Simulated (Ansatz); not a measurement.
## Cr: strain tensor (xx, yy, zz, yz, xz, xy) = (−0.95, −1.67, −1.07, +1.18, −1.24, +0.15) %

Start from Cr in the bcc (W type) structure (space group Im-3m, No. 229; a = 2.8296 Å; not spin-polarised; relaxed with 0.1 eV smearing). Axes: x, y, z lie along the cube axes.

Modification: strain tensor (xx, yy, zz, yz, xz, xy) = (−0.95, −1.67, −1.07, +1.18, −1.24, +0.15) %; the atoms relax in the strained cell.

All numbers come from r2SCAN/PAW in Ansatz (a quantum-chemistry and plane-wave program), no SOC. k-mesh 33×33×33 (Γ-centred); smearing 0.1 eV (Fermi–Dirac).

```csv
quantity,base,changed,shift
volume per atom,11.33 Å³,10.91 Å³,-0.42 Å³
shortest interatomic distance,2.451 Å,2.379 Å,-0.072 Å
energy relative to the base (free energy F),0 meV/atom,+20 meV/atom,+20 meV/atom
"pressure (mean of the normal stresses, compression positive)",0.0 GPa,11.4 GPa,+11.4 GPa
band gap,zero,zero,–
"stress (xx, yy, zz, yz, xz, xy; compression positive)",–,"(10.2, 13.3, 10.6, -2.9, 3.1, -0.6) GPa",–
```

No phonon test of stability was made. Starting moments died away, wholly or in part, for the base; another magnetic solution may exist. All final runs are without spin polarisation. Real Cr is antiferromagnetic at low temperature and ambient pressure, an order that this cell doesn't hold.
